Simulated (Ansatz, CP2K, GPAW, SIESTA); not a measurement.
Code comparison for NiPbF6 (R-3, 8 atoms in the cell)

Self-consistent single point.

```xyz
8
Lattice="2.5819 1.4906 4.8073 -2.5819 1.4906 4.8073 0.0000 -2.9813 4.8073" Properties=species:S:1:pos:R:3 pbc="T T T"
Ni     0.0000     0.0000     0.0000
Pb     0.0000     0.0000     7.2110
F      0.7853    -1.5500     5.9780
F     -0.7853     1.5500     8.4440
F      0.9497     1.4551     5.9780
F     -0.9497    -1.4551     8.4440
F     -1.7350     0.0949     5.9780
F      1.7350    -0.0949     8.4440
```
Moments meant for the start (each program seeds them in its own way; μB, in the order of the atoms Ni Pb F F F F F F): 2.0 0.0 0.0 0.0 0.0 0.0 0.0 0.0.

Shared settings, as Ansatz (a quantum-chemistry and plane-wave program) writes them: kpoints.mp_grid.grid = 3 3 3; scf.occupations.method = fermi_dirac; scf.occupations.width = 0.02 eV. Potentials and cutoffs stand in the table.

```json
[
 {"code": "GPAW", "model": "LDA (Perdew-Wang 92), GPAW PAW datasets LDA (gpaw-data 1.0.1)", "pressure (GPa)": "–", "largest force (eV/Å)": "0.491", "size of the net moment (μB/atom)": "0.25", "cutoff": "900 eV"},
 {"code": "Ansatz", "model": "LDA (PW92), PAW files made with PBE", "pressure (GPa)": "-9.06", "largest force (eV/Å)": "0.583", "size of the net moment (μB/atom)": "0.25", "cutoff": "default"},
 {"code": "SIESTA", "model": "LDA PW92, numerical atomic orbitals TZP, PseudoDojo LDA standard norm-conserving potentials (rewritten from UPF to PSML)", "pressure (GPa)": "-11.64", "largest force (eV/Å)": "0.788", "size of the net moment (μB/atom)": "0.25", "cutoff": "grid 300 Ry"},
 {"code": "CP2K", "model": "LDA (Pade form), GPW, DZVP-MOLOPT-SR-GTH basis, GTH-PADE potentials (GTH_POTENTIALS)", "pressure (GPa)": "-10.23", "largest force (eV/Å)": "0.510", "size of the net moment (μB/atom)": "0.25", "cutoff": "grid 600 Ry"}
]
```

A dash marks a value that a program does not give, or that is left out as unsure.

On Ansatz's run: spin-orbit coupling is off. With one magnetic atom in the cell only a parallel order is possible.

The spread over the programs that give each value: pressure within 2.58 GPa; largest force within 0.297 eV/Å; size of the net moment within 0.00 μB/atom.

SIESTA and CP2K use small atom-centred bases, whose incompleteness enters pressures, forces and empty levels differently from a plane-wave cutoff. Ansatz's pressure is given at a fixed set of plane waves, as the other plane-wave codes print theirs; with its correction for the finite basis it is -8.45 GPa (the shift of 0.61 GPa shows how far the cutoff is from converged). The pressure of GPAW is left out: its cutoff lies under the one at which its stress was checked. In the force vectors, SIESTA (by 0.396) and CP2K (by 0.127) lie more than 0.08 eV/Å from the median of the plane-wave programs.

The shared mesh is coarse (it stands for a supercell whose shortest vector is 15 Å), so the values are not converged in it.

The starting cell comes from a database of computed structures (which also holds hypothetical and non-ambient phases and stackings), without a prior relaxation at this level. Its lattice was rescaled by a random factor within 2.5 % of one.

Left out of this page: Elk (unsound by tests on forces, stress, charge or solver warnings).

Keys are those of Ansatz 0.2.
